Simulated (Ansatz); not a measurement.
The parent structure is LiH in the rock salt structure (space group Fm-3m, No. 225; a = 4.004 Å). Axes: x, y, z lie along the cube axes.

All numbers come from r2SCAN (Ansatz, a first-principles code, PAW, no SOC), earlier PAW set.

Strains are applied to the cell and any free atomic positions relax; under biaxial strain the out-of-plane vector relaxes too; under stress the whole cell relaxes.

One change was made to it. Results:

The energy grows by 11 meV/atom; the band gap goes up by 0.06 eV to 3.69 eV; the electron mass changes from 0.13 mₑ along k, 0.98 mₑ across (at X) to 0.14 mₑ along k, 0.98 mₑ across (at X).

Problem. Name the change that was made.
(A) uniaxial stress, 5 GPa compression along x
(B) biaxial strain +1.90 %, plane normal [001], relaxed out of plane
(C) isotropic strain +3.85 %
(D) strain tensor (xx, yy, zz, yz, xz, xy) = (−1.61, −1.77, +1.41, +0.62, +0.06, −0.91) %
(E) strain tensor (xx, yy, zz, yz, xz, xy) = (+0.40, +0.56, −0.01, +0.59, +0.70, +1.82) %

Solution. C, isotropic strain +3.85 %. For comparison, the band gap in the other runs: uniaxial stress, 5 GPa compression along x gives 3.03 eV; strain tensor (xx, yy, zz, yz, xz, xy) = (−1.61, −1.77, +1.41, +0.62, +0.06, −0.91) % gives 3.24 eV; biaxial strain +1.90 %, plane normal [001], relaxed out of plane gives 3.41 eV; strain tensor (xx, yy, zz, yz, xz, xy) = (+0.40, +0.56, −0.01, +0.59, +0.70, +1.82) % gives 3.58 eV.

Effective masses come from finite differences of ±0.01 Å⁻¹. Along k means along the line from Γ to the band edge. Beyond what the load breaks, stability against distortions was not tested.
